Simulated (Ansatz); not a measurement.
**La2O3: pressure series**

Base system: La2O3 (space group P-3m1, No. 164).

```xyz
5
Lattice="3.9352 0.0000 0.0000 -1.9676 3.4080 0.0000 0.0000 0.0000 6.1257" Properties=species:S:1:pos:R:3 pbc="T T T"
La     0.0000     2.2720     1.5077
La     1.9676     1.1360     4.6180
O      0.0000     0.0000     0.0000
O      0.0000     2.2720     3.9579
O      1.9676     1.1360     2.1677
```

Cell and atoms are relaxed at each pressure.

Calculations: DFT with r2SCAN, PAW potentials and a 500 eV plane-wave cutoff in Ansatz (an electronic-structure program), spin-orbit coupling left out, earlier PAW set.

```
pressure (GPa)  volume per atom (Å³/atom)
--------------  -------------------------
-2                                 16.726
-1                                      ?
0                                  16.430
0.9                                16.305
4.5                                15.843
9                                  15.338
15                                 14.761
22.5                               14.164
30                                 13.673
```

Problem. Fit the third-order Birch–Murnaghan form P(V) = (3B₀/2)[(V₀/V)^(7/3) − (V₀/V)^(5/3)]·[1 + (3/4)(B₀′ − 4)((V₀/V)^(2/3) − 1)] (squares taken in P) to the rows shown and predict the withheld row.

Solution. Least squares on the printed values gives V₀ = 16.431 Å³/atom, B₀ = 114 GPa, B₀′ = 3.9; this predicts 16.579 Å³/atom, and the run gives 16.575 Å³/atom, 0.004 lower.

Load acts through the strain it causes; cell and atoms are relaxed under it. No phonon test of stability was made. No other phases were tried under pressure.
